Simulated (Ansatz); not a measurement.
InSb (Cmcm, No. 63, 12 atoms in the cell; start mp-20253; a measured phase of this formula has another space group) was calculated with PBEsol+SOC (PAW; Ansatz, an electronic-structure program).

Excerpt of the program's output:

```
Crystal: 12 atoms, lattice volume = 325.057 Å³
Basis set: ecut = 520 eV, 8753 PW (Γ), exchange–correlation on 72×72×270 points (8 copies of the dense FFT grid, shifted against one another)
Bands: 202, of which v1, the nominal top of the filled ones, is band 168 counted from 1 (167 counted from 0)
Symmetry: 8 space group operations + 8 with time reversal
k-points: 171 of 784
Initial density: superposition of atomic densities (chi_scale 0.1, normalization cell, long waves kept (reshape's long-wave potential 0.02 eV rms))
Functional: x = pbesol(κ = 0.804, μ = 0.12345679012345678), c = pbesol(β = 0.046)
spin=Noncollinear: Kerker preconditioning applied to the charge; magnetization (m_x, m_y, m_z) channels mix plain (no charge-response kernel on spin).
SCF 1 converged in 11 iterations: F = -71626.668014 eV  dr2 = 1.40e-10
SCF converged after 11 iterations
Free energy (F): -71626.668014 eV
Internal energy: -71626.637124 eV  (E = F + TS)
E sigma→0 (E₀):  -71626.652569 eV
Fermi energy:    10.293863 eV
--- Stress (GPa, compression-positive) ---
        0.029974       0.000000       0.000000
        0.000000       0.096152       0.000000
        0.000000       0.000000       0.020579
  P = ⅓ Tr σ = 0.0489 GPa (0.489 kbar)
```

Question: Write an input file that could have produced this run (the log leaves some choices open).

Answer: Several could match; the one computed here: 
Ansatz 0.2 input:
```yaml
crystal:
  lattice:
    - [3.0006887106, -3.1135936592, 0.0]
    - [3.0006887106, 3.1135936592, 0.0]
    - [0.0, 0.0, 17.3958694675]
  atoms:
    - { symbol: In, position: [0.0625224739, 0.9374775261, 0.25] }
    - { symbol: In, position: [0.9374775261, 0.0625224739, 0.75] }
    - { symbol: In, position: [0.3974819343, 0.6025180657, 0.4132300584] }
    - { symbol: In, position: [0.6025180657, 0.3974819343, 0.5867699416] }
    - { symbol: In, position: [0.6025180657, 0.3974819343, 0.9132300584] }
    - { symbol: In, position: [0.3974819343, 0.6025180657, 0.0867699416] }
    - { symbol: Sb, position: [0.5590120934, 0.4409879066, 0.25] }
    - { symbol: Sb, position: [0.4409879066, 0.5590120934, 0.75] }
    - { symbol: Sb, position: [0.8978698882, 0.1021301118, 0.4236588048] }
    - { symbol: Sb, position: [0.1021301118, 0.8978698882, 0.5763411952] }
    - { symbol: Sb, position: [0.1021301118, 0.8978698882, 0.9236588048] }
    - { symbol: Sb, position: [0.8978698882, 0.1021301118, 0.0763411952] }
basis:
  ecutwfc: 520
  ecutrho_ratio: 4
  xc_grid: 2
kpoints:
  mp_grid: { grid: [14, 14, 4] }
hamiltonian:
  xc: pbesol
  dispersion: none
  pseudopotentials: { kind: paw }
scf:
  occupations: { method: fermi_dirac, width: 0.05 }
  convergence: { dr2_threshold: 0.0000000012 }
output:
  forces: true
  stress: true
  eigenvalues: true
magnetization:
  noncollinear: true
  spin_orbit: true
```

The PAW data were made under PBE.

A start named mp-… is a Materials Project structure, which need not be a measured phase.
